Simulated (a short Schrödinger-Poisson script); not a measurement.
Symmetric double-gate stack, Si3N4 on p-type Ge(100)

Structure: symmetric double-gate stack, Si3N4 on p-type Ge(100), at 400 K.

| layer | material | thickness (nm) | Na (cm⁻³) |
|---|---|---|---|
| 1 | Si3N4 | 5.9 | - |
| 2 | Ge | 10 | 1e15 |
| 3 | Si3N4 | 5.9 | - |

Constants are typed, rounded textbook-type inputs, not results; the design itself was drawn at random and stands for no fabricated device. Si3N4: permittivity 7.5, conduction-band edge (eV) 1.9, gap (eV) 5.1, electron mass (mₑ) 0.5. Ge: permittivity 16, conduction-band edge (eV) 0, gap (eV) 0.664, Nv at 300 K (cm⁻³) 6e18.

Channel valleys (confinement mass, in-plane density-of-states mass, number): L4 0.12, 0.295, 4. At the gates, both at one voltage, the conduction-band edge of layer 1 lies 1.93 eV − eVg above the Fermi level of the channel. Gaps are held at their typed values at every temperature. Mesh 0.03 nm at interfaces.

Solved with a short Schrödinger-Poisson script written for these runs: 1D Poisson equation in equilibrium, electrons quantum, Hartree (BenDaniel-Duke, 12 states a valley, the channel's in-plane mass for all, wave functions free to enter the dielectric), parabolic valleys, classical holes, full ionisation, no traps, pinning or gate leakage.

```
Vg (V)  electrons (cm⁻²)  C (μF/cm²)  L4 E0 (meV)  L4 E1 (meV)
------  ----------------  ----------  -----------  -----------
-0.5              2.87e6       0.477        541.8        612.3
-0.3              6.84e8     0.00583        353.2        423.3
-0.1             1.54e11       0.522        166.4        235.8
0.1              1.56e12        1.50         86.1        150.5
0.3              3.60e12        1.72         56.9        114.8
0.5              5.81e12        1.81         40.0         91.9
0.7              8.11e12        1.87         28.2         74.7
0.9              1.05e13        1.91         19.1         61.0
1.1              1.29e13        1.94         11.7         49.5
1.3              1.53e13        1.96          5.4         39.7
1.5              1.78e13        1.98         -0.1         31.1
```

Subbands count from the Fermi level. The capacitance is that of both gates.

Only the L valleys are kept; under strong confinement the Δ valleys of Ge fill too.
